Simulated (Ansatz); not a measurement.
Start from Ru in the hcp (Mg type) structure (space group P6_3/mmc, No. 194; a = 2.676 Å, c = 4.224 Å; relaxed with 0.1 eV smearing). Axes: x lies along a and z along c of the hexagonal cell.

All numbers come from LDA (Ansatz, a first-principles code, PAW, no SOC).

Modification: uniaxial strain ε_xx = +2.00 %, all other strain components held at zero, atoms relaxed at fixed cell.

How does this affect the stress and energy relative to the base?

The stress (xx, yy, zz, yz, xz, xy; compression positive) amounts to (-12.0, -4.1, -3.9, 0.0, 0.0, 0.0) GPa; the energy increases by 10 meV/atom.

Stability against distortions was not tested. The final runs are not spin-polarised.
